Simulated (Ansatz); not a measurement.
The starting structures come from a database of crystals and need not be the phases stable at ambient conditions.

Input:

```xyz
4
Lattice="3.4864 0.0000 0.0000 -1.7432 3.0193 0.0000 0.0000 0.0000 4.1780" Properties=species:S:1:pos:R:3 pbc="T T T"
Mg     1.7432     1.0064     3.1335
Mg     0.0000     2.0129     1.0445
O      1.7432     1.0064     1.0445
O      0.0000     2.0129     3.1335
```

Space group of this cell: P6_3/mmc. The cell is taken as given.

The numbers are results of r2SCAN (plane waves, PAW; Ansatz, a quantum-chemistry and plane-wave program), not measurements.

The current runs along the normal of the first two printed vectors; no spin-orbit coupling. Scaled by the factor s: all lengths (ions clamped). Meshes 12×12×8 and 12×12 across the current in all rows.

```csv
s,mean pressure (GPa),band gap (eV)
0.98,9.6,4.43
1.00,0.1,4.10
1.02,-7.2,?
```

Question: Take the slope of the band gap against ln s from the two given rows, extrapolate to s = 1.02, and say what the run there gives.

Answer: Slope = (4.43 − 4.10) / ln 0.98 = -16.3 eV. The line gives 4.10 + (-16.3) × ln 1.02 = 3.78 eV. The run gives 3.79 eV, 0.01 eV over the line, 4 % of the predicted step.
